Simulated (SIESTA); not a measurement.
A self-consistent single point of ScZn3 (P6_3/mmc, 8 atoms in the cell) with SIESTA.

Level of theory: SIESTA 5.4.2 with GGA PBEsol, numerical atomic orbitals DZP, PseudoDojo PBEsol standard norm-conserving potentials (rewritten from UPF to PSML).

```
ScZn3
1.0
    5.80685     0.00000     0.00000
   -2.90342     5.02888     0.00000
    0.00000     0.00000     4.28978
Sc Zn
2 6
Cartesian
  0.00000   3.35259   3.21733
  2.90343   1.67629   1.07244
  2.90342   3.44644   3.21733
  0.00000   1.58244   1.07244
 -1.53299   4.23766   1.07244
  4.43642   0.79122   3.21733
  1.37043   0.79122   3.21733
  1.53299   4.23766   1.07244
```

Reference input (self-consistent single point, DFT, LDA PW92, numerical atomic orbitals DZP, PseudoDojo LDA standard norm-conserving potentials (rewritten from UPF to PSML)): XC.functional = LDA; XC.authors = PW92; potentials = PseudoDojo LDA standard; PAO.BasisSize = DZP; PAO.EnergyShift = 0.01 Ry; MeshCutoff = 400 Ry; kgrid.MonkhorstPack = 5 5 5; OccupationFunction = FD; ElectronicTemperature = 580.23 K; MaxSCFIterations = 150; SCF.Mixer.Method = Broyden; SCF.Mixer.Weight = 0.1. This run's input differs from it in these lines:

```diff
@@ -1,2 +1,2 @@
-# files in the folder: Sc.psml Zn.psml (PseudoDojo LDA standard)
+# files in the folder: Sc.psml Zn.psml (PseudoDojo PBEsol standard)
 SystemName  ScZn3
@@ -28,4 +28,4 @@
 
-XC.functional                LDA
-XC.authors                   PW92
+XC.functional                GGA
+XC.authors                   PBEsol
 PAO.BasisSize                DZP
```

Output (repeated stretches shortened):

```
        iscf     Eharris(eV)        E_KS(eV)     FreeEng(eV)     dDmax    Ef(eV) dHmax(eV)
   scf:    1   -35583.419349   -36352.171016   -36352.335919  1.994369 -0.316067 51.511891
   scf:    2   -36837.487186   -36710.032952   -36710.057043  1.376486 -0.689763 14.850510
   scf:    3   -36729.619854   -36720.580123   -36720.604599  0.154163 -0.950605  9.687747
   scf:    4   -36731.686108   -36728.351083   -36728.379999  0.297259 -1.506579  2.113630
   scf:    5   -36728.482967   -36728.450878   -36728.481702  0.062761 -1.628793  0.905160
   [... 5 lines left out ...]
   scf:   11   -36728.560136   -36728.560144   -36728.591624  0.000511 -1.744952  0.003773
   scf:   12   -36728.560145   -36728.560145   -36728.591629  0.000254 -1.745562  0.001545
   scf:   13   -36728.560147   -36728.560146   -36728.591631  0.000163 -1.745886  0.000822
   scf:   14   -36728.560147   -36728.560147   -36728.591631  0.000059 -1.746004  0.000461
SCF Convergence by DM+H criterion
max |DM_out - DM_in|         :     0.0000588935
max |H_out - H_in|      (eV) :     0.0004606907
SCF cycle converged after 14 iterations

Using DM_out to compute the final energy and forces

siesta: E_KS(eV) =           -36728.5601

siesta: E_KS - E_eggbox =    -36728.5601

siesta: Atomic forces (eV/Ang):
     1    0.000024   -0.000013   -0.000000
     2   -0.000024    0.000013    0.000000
     3   -0.000071    0.313137    0.000000
     4    0.000071   -0.313137    0.000000
     5   -0.271155    0.156550    0.000000
     6    0.271155   -0.156550   -0.000000
     7   -0.271221   -0.156506   -0.000000
     8    0.271221    0.156506   -0.000000
   Tot   -0.000000   -0.000000    0.000000
   Max    0.313137
   Res    0.156563    sqrt( Sum f_i^2 / 3N )
   Max    0.313137    constrained

   [... lines left out ...]
siesta: FreeEng =    -36728.591631
siesta: Cell volume =        125.269687 Ang**3
siesta:         -90.70074601       -104.87633288  kBar
   [... lines left out ...]

              0.081   0.092   0.083

mulliken: Qtot =      142.000

Mulliken Atomic Populations:
Atom #   charge [q] valence [e]  Species
     1    -0.575946   11.575946  Sc
     2    -0.575946   11.575946  Sc
     3     0.191984   19.808016  Zn
     4     0.191984   19.808016  Zn
     5     0.191978   19.808022  Zn
     6     0.191978   19.808022  Zn
     7     0.191984   19.808016  Zn
     8     0.191984   19.808016  Zn
 Total     0.000000
```

The run converged in 14 iterations. Against the reference run the pressure goes from -13.12 to -9.07 GPa and the largest force goes from 0.363 to 0.313 eV/Å.

The starting cell comes from a database of computed structures (which also holds hypothetical and non-ambient phases and stackings), without a prior relaxation at this level. Its lattice was rescaled by a random factor within 2.5 % of one. Values carry the incompleteness of an atom-centred basis. With a pressure of about -9 GPa the cell is away from its equilibrium volume at this level.

Cost on one core of a shared machine: roughly 40 s.
